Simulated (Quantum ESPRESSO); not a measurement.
Quantum ESPRESSO 7.5, DFT, PBE, plane waves, PseudoDojo 0.5 standard norm-conserving PBE (local tails restored to the Coulomb form): diamond-structure Si, 2 atoms. Basis and mesh were picked for this test and aren't claimed converged.

cell: 3.84, 3.84, 3.84 Å; 60, 60, 60°
task: phonons by DFPT
k mesh: 10×10×10
ecutwfc: 36 Ry
ecutrho: 144 Ry
occupations: fixed
conv_thr: 1e-12 Ry
tprnfor: true
tstress: false
q: [0, 0, 0] 2π/alat, Cartesian
k-points computed: 47

Hardware: AMD EPYC (Zen 5), 96 cores on 1 socket, no SMT, 12 L3 cache groups; 94 cores' worth of CPU time may be used.

Wall times, medians of two to five repeats, each run alone on the node (launch to exit). Processes are pinned to neighbouring cores unless said otherwise. The build: conda-forge: Open MPI 5.0, OpenMP, OpenBLAS 0.3.34 (pthreads), FFTW, ScaLAPACK, ELPA; another build can shift the numbers. Scratch files lie in a memory file system. A preparatory run goes ahead and isn't timed.

Base settings, kept where nothing else is said: tr2_ph = 1e-14, -nk 4, nmix_ph = 4 (default), alpha_mix(1) = 0.7 (default). The candidates, on 4 cores each, agree within 1.0 cm⁻¹ in frequencies (largest shift), 10 cm⁻¹ in the acoustic modes at q = 0 (no sum rule applied; largest shift):
A. 4 ranks, nmix_ph = 16
B. 4 ranks
C. 4 ranks, nmix_ph = 8
D. 2 ranks × 2 threads, 1 BLAS thread, -nk 2
E. 4 ranks, alpha_mix(1) = 1
F. 4 ranks, tr2_ph = 1e-12
G. 4 ranks, tr2_ph = 1e-16

Pick the fastest of these ways to run it.

F (4 ranks, tr2_ph = 1e-12), 3.9 s. At the other end D takes 2.2× as long.

```
candidate  wall time            repeats  response iterations (all representations)
---------  ---------  -----------------  -----------------------------------------
F              3.9 s  3 runs within 1 %                                          8
C              4.6 s  3 runs within 2 %                                         10
B              4.7 s  3 runs within 1 %                                         10
A              4.7 s  3 runs within 3 %                                         10
E              4.7 s  3 runs within 1 %                                         10
G              5.5 s  3 runs within 1 %                                         12
D              8.5 s  2 runs within 1 %                                         10
```

From the slowest to the fastest: The largest move is in solving the linear systems (cgsolve): 5.9 s to 2.1 s.
